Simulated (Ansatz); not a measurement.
```yaml
crystal:
  lattice:
    - [0.00000, 3.00000, 3.00000]
    - [3.00000, 0.00000, 3.00000]
    - [3.00000, 3.00000, 0.00000]
  atoms:
    - { symbol: S, position: [0.75000, 0.75000, 0.75000] }
    - { symbol: Cd, position: [0.00000, 0.00000, 0.00000] }
```

No spin polarisation.

The values are results of PBE (Ansatz, a quantum-chemistry and plane-wave program), spin-orbit coupling left out, earlier PAW set, not measurements. k-mesh 10×10×10 (Γ-centred); smearing 0.05 eV (Fermi–Dirac).

Question: Predict the gap character and electron mass.

Answer: 
- Gap character = direct at Γ
- Electron mass = 0.11 mₑ (at Γ)

The cells carry an imposed strain or load. Effective masses come from finite differences of ±0.01 Å⁻¹. No phonon test of stability was made. The cell was made from CdS in the zinc blende structure (space group F-43m, No. 216) by this change: isotropic strain +1.23 %.
